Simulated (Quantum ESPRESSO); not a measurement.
Worked example: self-consistent single point of In2Au3 (P-3m1, 5 atoms in the cell) in Quantum ESPRESSO.

Method: LDA (PZ), GBRV 1.5 ultrasoft (LDA) pseudopotentials (plane waves; Quantum ESPRESSO 7.5).

```
CELL_PARAMETERS angstrom
      4.57401     0.00000     0.00000
     -2.28700     3.96121     0.00000
      0.00000     0.00000     5.68874
ATOMIC_POSITIONS crystal
  In 0.66667 0.33333 0.32167
  In 0.33333 0.66667 0.67833
  Au 0.66667 0.33333 0.80654
  Au 0.33333 0.66667 0.19346
  Au 0.00000 0.00000 0.00000
```

Reference input (self-consistent single point, DFT, PBEsol, plane waves, GBRV 1.5 ultrasoft (PBESOL) pseudopotentials): ecutwfc = 40 Ry; ecutrho = 320 Ry; occupations = smearing; smearing = gauss; degauss = 0.0099958 Ry; potentials = {In: in_pbesol_v1.4.uspp.F.UPF, Au: au_pbesol_v1.uspp.F.UPF}; K_POINTS = automatic 7 7 5 0 0 0; conv_thr = 1e-10 Ry; mixing_beta = 0.3. This run's input differs from it in these lines:

```diff
@@ -23,4 +23,4 @@
 ATOMIC_SPECIES
-In   114.8180  in_pbesol_v1.4.uspp.F.UPF
-Au   196.9666  au_pbesol_v1.uspp.F.UPF
+In   114.8180  in_lda_v1.4.uspp.F.UPF
+Au   196.9666  au_lda_v1.uspp.F.UPF
 ATOMIC_POSITIONS crystal
```

The program printed (abridged):

```
     Self-consistent Calculation

     iteration #  1     ecut=    40.00 Ry     beta= 0.30

     total energy              =    -609.74719582 Ry
     estimated scf accuracy    <       6.56217414 Ry

     iteration #  2     ecut=    40.00 Ry     beta= 0.30

     total energy              =    -610.97921280 Ry
     estimated scf accuracy    <       0.66678882 Ry

     iteration #  3     ecut=    40.00 Ry     beta= 0.30

     total energy              =    -611.02907239 Ry
     estimated scf accuracy    <       0.06049304 Ry

   [... 9 blocks of this kind left out ...]

     iteration # 13     ecut=    40.00 Ry     beta= 0.30

     total energy              =    -611.04012935 Ry
     estimated scf accuracy    <          2.7E-10 Ry

     iteration # 14     ecut=    40.00 Ry     beta= 0.30
     End of self-consistent calculation

     the Fermi energy is    12.6635 ev

!    total energy              =    -611.04012935 Ry
     estimated scf accuracy    <          4.6E-11 Ry
     smearing contrib. (-TS)   =      -0.00113609 Ry
     internal energy E=F+TS    =    -611.03899326 Ry

     convergence has been achieved in  14 iterations

     Forces acting on atoms (cartesian axes, Ry/au):

     atom    1 type  1   force =    -0.00000000    0.00000000   -0.00202994
     atom    2 type  1   force =     0.00000000    0.00000000    0.00202994
     atom    3 type  2   force =     0.00000000    0.00000000    0.00198070
     atom    4 type  2   force =     0.00000000    0.00000000   -0.00198070
     atom    5 type  2   force =     0.00000000    0.00000000    0.00000000

     Total force =     0.004011     Total SCF correction =     0.000026

          total   stress  (Ry/bohr**3)                   (kbar)     P=      -35.84
  -0.00024580  -0.00000000   0.00000000          -36.16       -0.00        0.00
  -0.00000000  -0.00024580   0.00000000           -0.00      -36.16        0.00
  -0.00000000  -0.00000000  -0.00023933           -0.00       -0.00      -35.21

   JOB DONE.
```

The run converged in 14 iterations. Against the reference run the pressure goes from -0.35 to -3.58 GPa and the largest force goes from 0.097 to 0.052 eV/Å.

The starting cell comes from a database of computed structures (which also holds hypothetical and non-ambient phases and stackings), without a prior relaxation at this level. Its lattice was rescaled by a random factor within 2.5 % of one. With a pressure of about -4 GPa the cell is away from its equilibrium volume at this level.

Cost on one core of a shared machine: roughly 2 min.
